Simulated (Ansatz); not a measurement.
Take HfO$_{2}$ in the fluorite structure (space group Fm-3m, No. 225; a = 5.058 Å) as the base.

Modification: cell and atoms relaxed at a pressure of 3 GPa.

Levels (all Ansatz, a first-principles code, PAW): r2SCAN (500 eV, no SOC); HSE06+SOC (420 eV, with spin-orbit coupling).

The geometry is relaxed with r2SCAN.

```
Item              Result
---------------  -------
r2SCAN band gap  4.33 eV
```

**Question.** Predict the band gap from HSE06+SOC.

**Answer.** The band gap rises by 1.114 eV (4.33 eV → 5.45 eV).

Single points use the geometry relaxed with r2SCAN. Their cutoffs differ, which shifts pressures a little. HSE06 gaps are upper bounds (no full band path). Differences between runs with and without spin-orbit coupling are approximate. With Hf present, leaving out spin-orbit coupling can change the band edges. Load acts through the strain it causes; cell and atoms are relaxed under it. No phonon test of stability was made. This is not the structure that HfO2 has at room temperature and ambient pressure.
